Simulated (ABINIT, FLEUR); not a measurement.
An ABINIT input for a self-consistent single point of Sr3In (Fm-3m, 4 atoms in the cell) (DFT, PBEsol, plane waves, norm-conserving pseudopotentials (PseudoDojo nc-sr-04 PBEsol standard)):

```
# Sr3In, PseudoDojo nc-sr-04 PBEsol standard
pp_dirpath "./"
pseudos "Sr.upf, In.upf"
acell 6.0072341449 6.0072341449 6.0072341449 Angstrom
rprim
         0.0000000000    0.7071067812    0.7071067812
         0.7071067812    0.0000000000    0.7071067812
         0.7071067812    0.7071067812    0.0000000000
natom 4
ntypat 2
znucl 38 49
typat 1 1 1 2
xcart
        12.0406432264   12.0406432264   12.0406432264
         4.0135477421    4.0135477421    4.0135477421
         8.0270954842    8.0270954842    8.0270954842
         0.0000000000    0.0000000000    0.0000000000
ecut 35
occopt 3
tsmear 0.1 eV
nband 29
kptopt 1
ngkpt 7 7 7
nshiftk 1
shiftk 0 0 0
nstep 60
toldfe 1.0e-09
prtwf 0
prtden 0
prtvol 1
```

**Question.** Give the FLEUR input for the same structure, mesh, smearing and functional.

**Answer.** One input that does it (others would too):

Input of the input generator:

```
Sr3In
&input film=f /
0.0000000000 4.2477560000 4.2477560000
4.2477560000 0.0000000000 4.2477560000
4.2477560000 4.2477560000 0.0000000000
1.8897261246
1.0 1.0 1.0

4
38 0.7500000000 0.7500000000 0.7500000000
38 0.2500000000 0.2500000000 0.2500000000
38 0.5000000000 0.5000000000 0.5000000000
49 0.0000000000 0.0000000000 0.0000000000

&comp jspins=1 /
&exco xctyp='PBEs' /
&kpt div1=7 div2=7 div3=7 /
&end /
```

```xml
<?xml version="1.0" encoding="UTF-8" standalone="no"?>
<fleurInput fleurInputVersion="0.39">
   <comment>
      Sr3In                                                                                               
   </comment>
   <calculationSetup>
      <cutoffs Kmax="3.8" Gmax="13.3" GmaxXC="13.3" numbands="0"/>
      <scfLoop itmax="80" minDistance="0.00001" maxIterBroyd="15" imix="Anderson" alpha="0.05" precondParam="0.0" spinf="2.0"/>
      <coreElectrons ctail="T" frcor="F" kcrel="0" coretail_lmax="0"/>
      <xcFunctional name="PBEs" relativisticCorrections="F"/>
      <magnetism jspins="1"/>
      <soc l_soc="F" theta="0.0" phi="0.0" spav="F"/>
      <expertModes spex="0" secvar="F"/>
      <geometryOptimization l_f="T" forcealpha="1.0" forcemix="BFGS" epsdisp="0.00001" epsforce="0.00001"/>
      <ldaU l_linMix="F" mixParam="0.05" spinf="1.0"/>
   </calculationSetup>
   <cell>
      <bzIntegration valenceElectrons="43.0" mode="hist" fermiSmearingEnergy="0.00367493">
         <kPointListSelection listName="default-1"/>
         <!-- k-points included here -->
         <xi:include xmlns:xi="http://www.w3.org/2001/XInclude" href="kpts.xml"> </xi:include>
      </bzIntegration>
      <!-- symmetry operations included here -->
      <xi:include xmlns:xi="http://www.w3.org/2001/XInclude" href="sym.xml"> </xi:include>
      <bulkLattice scale="1.0">
         <bravaisMatrix>
            <row-1>    0.0000000000000000     8.0270954841263968     8.0270954841263968</row-1>
            <row-2>    8.0270954841263968     0.0000000000000000     8.0270954841263968</row-2>
            <row-3>    8.0270954841263968     8.0270954841263968     0.0000000000000000</row-3>
         </bravaisMatrix>
      </bulkLattice>
   </cell>
   <atomSpecies>
      <species name="Strontium (Sr)" element="Sr" atomicNumber="38">
         <mtSphere radius="2.68" gridPoints="925" logIncrement="0.014"/>
         <atomicCutoffs lmax="10" lnonsphr="8"/>
         <electronConfig flipSpins="F">
            <coreConfig>(1s1/2) (2s1/2) (2p1/2) (2p3/2) (3s1/2) (3p1/2) (3p3/2) (3d3/2) (3d5/2)</coreConfig>
            <valenceConfig>(4s1/2) (4p1/2) (4p3/2) (5s1/2)</valenceConfig>
         </electronConfig>
         <energyParameters s="5" p="5" d="4" f="4"/>
         <lo type="SCLO" l="0" n="4" eDeriv="0"/>
         <lo type="SCLO" l="1" n="4" eDeriv="0"/>
      </species>
      <species name="Indium (In)" element="In" atomicNumber="49">
         <mtSphere radius="2.68" gridPoints="925" logIncrement="0.014"/>
         <atomicCutoffs lmax="10" lnonsphr="8"/>
         <electronConfig flipSpins="F">
            <coreConfig>(1s1/2) (2s1/2) (2p1/2) (2p3/2) (3s1/2) (3p1/2) (3p3/2) (4s1/2) (3d3/2) (3d5/2) (4p1/2) (4p3/2)</coreConfig>
            <valenceConfig>(5s1/2) (4d3/2) (4d5/2) (5p1/2) (5p3/2)</valenceConfig>
            <stateOccupation state="(5p1/2)" spinUp="0.1666666666667" spinDown="0.1666666666667"/>
            <stateOccupation state="(5p3/2)" spinUp="0.3333333333333" spinDown="0.3333333333333"/>
         </electronConfig>
         <energyParameters s="5" p="5" d="5" f="4"/>
         <lo type="SCLO" l="2" n="4" eDeriv="0"/>
      </species>
   </atomSpecies>
   <atomGroups>
      <atomGroup species="Strontium (Sr)">
         <relPos label="                   1">-1.000/4.000 -1.000/4.000 -1.000/4.000</relPos>
         <relPos label="                   2">1.000/4.000 1.000/4.000 1.000/4.000</relPos>
         <force calculate="T" relaxXYZ="TTT"/>
      </atomGroup>
      <atomGroup species="Strontium (Sr)">
         <relPos label="                   3">1.000/2.000 1.000/2.000 1.000/2.000</relPos>
         <force calculate="T" relaxXYZ="TTT"/>
      </atomGroup>
      <atomGroup species="Indium (In)">
         <relPos label="                   4">.0000000000 .0000000000 .0000000000</relPos>
         <force calculate="T" relaxXYZ="TTT"/>
      </atomGroup>
   </atomGroups>
   <output dos="F" band="F" slice="F">
      <checks vchk="F" cdinf="F"/>
      <bandDOS minEnergy="-.5*Htr" maxEnergy="0.5*Htr" sigma="0.015" storeEVData="T"/>
      <vacuumDOS vacdos="F" integ="F" star="F" nstars="0" locx1="0.0" locy1="0.0" locx2="0.0" locy2="0.0" nstm="0" tworkf="0.0"/>
      <unfoldingBand unfoldBand="F" supercellX="1" supercellY="1" supercellZ="1"/>
      <plotting iplot="0" polar="F">
         <plot TwoD="T" vec1="  1.0  0.0  0.0" vec2="  0.0  1.0  0.0" vec3="  0.0  0.0  1.0" zero="  0.0  0.0  0.0" file="plot"/>
      </plotting>
      <chargeDensitySlicing numkpt="0" minEigenval="0.0" maxEigenval="0.0" nnne="0" pallst="F"/>
      <specialOutput eonly="F"/>
      <magneticCircularDichroism mcd="F" energyLo="-10.0" energyUp="0.0"/>
   </output>
  <!-- We include the file relax.xml here to enable relaxations (see documentation) -->
  <xi:include xmlns:xi="http://www.w3.org/2001/XInclude" href="relax.xml"> <xi:fallback/> </xi:include>
</fleurInput>
```

Basis settings and potentials, where a program has them, do not carry over. This input uses DFT, PBEsol, all-electron FLAPW (FLEUR), scalar-relativistic valence.

The starting cell comes from a database of computed structures (which also holds hypothetical and non-ambient phases and stackings), without a prior relaxation at this level. For this run, on top of that: lattice scaled by 0.98.
